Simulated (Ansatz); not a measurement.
We consider antifluorite Be2C, described by PBEsol (Ansatz, a first-principles code, PAW).

Run with plane-wave cutoff 520 eV, 14×14×14 k mesh, scalar-relativistic PAW data made under PBE.

Cell (relaxed at this level):

```cif
data_C4Be8
_chemical_formula_sum 'Be8 C4'
_space_group_name_H-M_alt 'Fm-3m'
_space_group_IT_number 225
_space_group_name_Hall '-F 4 2 3'
_cell_length_a 4.31062
_cell_length_b 4.31062
_cell_length_c 4.31062
_cell_angle_alpha 90.000
_cell_angle_beta 90.000
_cell_angle_gamma 90.000
loop_
_atom_site_label
_atom_site_type_symbol
_atom_site_symmetry_multiplicity
_atom_site_Wyckoff_symbol
_atom_site_fract_x
_atom_site_fract_y
_atom_site_fract_z
_atom_site_occupancy
Be1 Be 8 c 0.25000 0.25000 0.25000 1
C1 C 4 a 0.00000 0.00000 0.00000 1
```
(The calculation used a cell of 3 atoms; values per cell refer to that cell.)

**Question.** What does this level give for the Voigt–Reuss–Hill shear modulus (Hill average), elastic constant C11, Poisson ratio, elastic constant C12 and elastic constant C44?

**Answer.** 
- Voigt–Reuss–Hill shear modulus (Hill average) = 237 GPa
- elastic constant C11 = 581 GPa
- Poisson ratio = 0.084
- elastic constant C12 = 18.6 GPa
- elastic constant C44 = 212 GPa

Elastic constants are with the ions relaxed.

The computed numbers hold no vibrational or temperature effects.
